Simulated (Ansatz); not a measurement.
**The (100) surface of bcc W in its 1x1 cell (the real clean face reconstructs), outermost plane spacing 1.59 Å in the ideal cut**

Level of theory: PBE (plane waves to 420 eV, PAW; Ansatz, a first-principles code).

Set-up: 5 atoms, 6.4 Å thick at the start (thin: gaps and levels are the slab's own); mesh 12x12x1; 0.1 eV smearing; dipole correction on; all atoms relaxed; symmetry of the start imposed; no spin, no spin-orbit, no U.

surface energy (mean of both faces): 4.07 J/m^2
surface energy before relaxation: 4.30 J/m²
work function of the top face: 4.14 eV
energy released by relaxation: 0.30 eV
cost: around 90 core-seconds (rough)
